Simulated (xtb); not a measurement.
xtb 6.7.1, GFN2-xTB: Si(Et)2(Vi)(NH2) (C=C[Si](N)(CC)CC), 23 atoms. The geometry is a generated start, not checked to be a minimum at this level.

| Quantity | Value |
|---|---|
| run flags | --grad |
| method | GFN2-xTB |
| --acc | 1 (default) |
| --etemp (K) | 300 (default) |
| basis functions | 53 |
| valence electrons | 48 |

```xyz
23

C     -1.7304    -2.1072    -0.6224
C     -0.5336    -1.5462    -0.6845
Si     0.0483    -0.1470     0.4433
N     -0.8740    -0.2871     1.9057
C     -0.3830     1.5604    -0.2948
C     -1.8813     1.7443    -0.5018
C      1.9439    -0.2899     0.6937
C      2.7612    -0.0752    -0.5757
H     -2.0385    -2.8987    -1.2896
H     -2.4558    -1.7936     0.1093
H      0.1544    -1.8993    -1.4429
H     -0.9228    -1.1889     2.3518
H     -0.7773     0.4304     2.6068
H      0.1226     1.6881    -1.2519
H     -0.0122     2.3531     0.3573
H     -2.2617     0.9889    -1.1843
H     -2.4078     1.6399     0.4425
H     -2.1024     2.7271    -0.9158
H      2.1823    -1.2736     1.1025
H      2.2678     0.4360     1.4424
H      2.5808     0.9169    -0.9832
H      3.8271    -0.1716    -0.3747
H      2.4924    -0.8069    -1.3336
```

One run each on 1 thread. Values of broydamp tried: 0.02, 0.05, 0.1, 0.2, 0.4 (default), 0.6, 0.8, 1.

Predict the course of the SCC iterations along this series.

Fewest SCC iterations, within one of each other: 0.4 (default) with 12, 0.6 with 13. The count rises to 20 at 0.02. All converge to one solution.

| broydamp | SCC iterations | end |
|---|---|---|
| 0.02 | 20 | same solution |
| 0.05 | 18 | same solution |
| 0.1 | 16 | same solution |
| 0.2 | 14 | same solution |
| 0.4 (default) | 12 | same solution |
| 0.6 | 13 | same solution |
| 0.8 | 14 | same solution |
| 1 | 14 | same solution |
